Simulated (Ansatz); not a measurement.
MgO (Fm-3m), Ansatz (an electronic-structure program) with r2SCAN, rigid bands: N_c = 5.87e18 cm⁻³ at 300 K and an electron conductivity mass of 0.374 mₑ.

Problem. For 1e17 electrons per cm³ at 300 K, place the Fermi level, estimate the Seebeck coefficient of a parabolic band with constant τ, and give mobility and conductivity for τ = 10 fs.

Solution. The level lies k_BT ln(N_c/n) = 0.105 eV below the conduction-band minimum. S ≈ −(k_B/e)[ln(N_c/n) + 5/2] = -566 μV/K, against -562 μV/K from the full bands (mean over directions). μ = eτ/m = 47.0 cm²/(V·s) and σ = neμ = 0.753 S/cm. τ is assumed, not computed.

Band transport and this doping are assumed; polarons and phonon drag are left out. Spin-orbit coupling is left out.
